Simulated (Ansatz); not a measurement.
## BeSe: band gap against strain

BeSe (zinc blende, F-43m, 16.403 Å³/atom at rest, cube axes along x, y and z) under a strain ε along a cube axis (axis z), the other axes held. LDA in Ansatz, a plane-wave DFT program (PAW, default set), 420 eV, 11×11×11 Γ-centred mesh, Fermi-Dirac smearing 0.05 eV; ions are relaxed within the symmetry of each cell. Gaps are the smallest over the k-mesh and a band path, without spin-orbit coupling; in all rows the valence edge lies at Γ and the conduction edge at about 1.3 Å⁻¹ from Γ.

Here s stands for strain and Eg for gap.

```
strain (%)  gap (eV)
----------  --------
-3.00              ?
-1.50           2.24
-1.00           2.29
-0.50           2.35
0.00            2.40
```

Q: Fit Eg against s with a straight line, and predict the withheld value at s = -3.00.

A: Means: s -0.75000, Eg 2.320. About the means, the sum of products is 0.13500 and the sum of squares of s is 1.2500; the slope is their ratio. Least squares gives Eg = 2.401 + 0.1080·s. Residuals (row less fit): 0.001, -0.003, 0.003, -0.001; standard error 0.003 (degrees of freedom: 2). Over these rows the gap moves by 11 ± 0.3 eV per unit strain. At the withheld row, Eg = 2.401 + 0.1080 × (-3.0) = 2.077 eV. The calculation gives 2.08 eV, which the fit meets to the printed digits. The row lies outside the fitted rows, so this is an extrapolation. The fitted rows scatter only by rounding.

Spin-orbit coupling is left out, which can shift this property for BeSe. Rows are the converged runs of the series near zero and its far end; series whose fitted rows scatter by over a few per cent of the range, as at a crossing or softening among them, aren't shown in this form. Most that stay on the fit to the last digits aren't either.
